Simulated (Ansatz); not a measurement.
# A computed series for KTaO3: pressure series

The reference is KTaO3 in the cubic perovskite structure (space group Pm-3m, No. 221).

Space group Pm-3m (No. 221); a = b = c = 3.9893 Å, α = β = γ = 90.00°

| atom | site | symmetry | x | y | z |
|---|---|---|---|---|---|
| K | 1a | m-3m | 0.0000 | 0.0000 | 0.0000 |
| Ta | 1b | m-3m | 0.5000 | 0.5000 | 0.5000 |
| O | 3c | 4/mm.m | 0.0000 | 0.5000 | 0.5000 |

Cell and atoms are relaxed at each pressure.

Computed with r2SCAN (Ansatz, an electronic-structure program), without spin-orbit coupling, earlier PAW set.

```tsv
case	band gap	lattice parameter a
base	2.64 eV	398.9 pm
pressure −2 GPa	2.61 eV	400.2 pm
pressure −1 GPa	2.63 eV	[?]
pressure 1.8 GPa	2.66 eV	397.8 pm
pressure 4.2 GPa	2.69 eV	396.4 pm
pressure 9 GPa	2.74 eV	393.7 pm
pressure 18 GPa	[?]	389.3 pm
pressure 30 GPa	2.92 eV	[?]
pressure 45 GPa	3.01 eV	379.1 pm
pressure 60 GPa	3.09 eV	374.6 pm
```

Complete the table.


- pressure −1 GPa, lattice parameter a: 399.6 pm
- pressure 18 GPa, band gap: 2.83 eV
- pressure 30 GPa, lattice parameter a: 384.3 pm

Spin-orbit coupling, missing from the scalar runs, can matter with Ta. Load acts through the strain it causes; cell and atoms are relaxed under it. Whether these cells are dynamically stable was not tested. Competing high-pressure phases were not computed.
